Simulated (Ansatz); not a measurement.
Input:

```yaml
crystal:
  lattice:
    - [4.12426, 0.00000, 0.00000]
    - [-2.06213, 3.57172, 0.00000]
    - [0.00000, 0.00000, 6.70920]
  atoms:
    - { symbol: Cd, position: [0.66667, 0.33333, 0.50020] }
    - { symbol: Cd, position: [0.33333, 0.66667, 0.00020] }
    - { symbol: S, position: [0.66667, 0.33333, 0.87680] }
    - { symbol: S, position: [0.33333, 0.66667, 0.37680] }
```

All values below come from r2SCAN, rigid bands (plane waves, PAW, scalar-relativistic; Ansatz, a quantum-chemistry and plane-wave program). Condition of this run: functional r2SCAN on the same cell. Geometry: cell and atoms relaxed with PBEsol.

What conductivity effective mass do dilute electrons have at 300 K?

0.177 (x), 0.177 (y), 0.163 (z) mₑ.

Predict the hole conductivity mass (n e² τ/σ) at 300 K, by direction if it differs.

1.09 (x), 1.09 (y), 1.45 (z) mₑ.

And the band gap?

1.70 eV at this level; semilocal functionals usually fall short of the measured gap.

Rigid bands, one relaxation time for all states, no polarons. Spin-orbit coupling is left out; where it splits the top of the valence band it changes the hole mass and lowers the gap by about a third of the splitting. Geometry: cell and atoms relaxed with PBEsol.
